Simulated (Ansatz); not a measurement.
MgO (model structure, started from the wurtzite type, P6₃mc, No. 186, 4 atoms in the cell), treated with PBEsol in Ansatz (PAW).

Numerical settings: plane-wave cutoff 500 eV, 18×18×8 k mesh (along the axes of the cell as run), Fermi–Dirac smearing 0.05 eV, scalar-relativistic PAW data made under PBE.

Cell (relaxed at this level):

MgO is taken in the hexagonal space group P6₃mc (No. 186), the wurtzite structure, Pearson symbol hP4. Conventional cell: a = b = 3.3026 Å, c = 5.0216 Å, α = β = 90.00°, γ = 120.00°. Mg on 2b sees 4 O at 1.976–1.993 Å (tetrahedral). O on 2b sees 4 Mg at 1.976–1.993 Å (tetrahedral). (Neighbours: up to the widest gap in distance over summed covalent radii, below 1.35, at either atom; cation-cation and far metal-metal contacts left out.)

**Question.** Predict the band gap.

**Answer.** 
- band gap = 3.36 eV (on the SCF k mesh)

Note: the relaxation could raise the start's symmetry but not lower it, so the cell can be a saddle point.

The computed numbers hold no vibrational or temperature effects.

Computing time: roughly 90 core-seconds.

A model structure was made by putting elements into a prototype or built by hand; it is no filed structure, need not be a known phase, and can be a saddle point held by its symmetry.

Ansatz is an electronic-structure program.
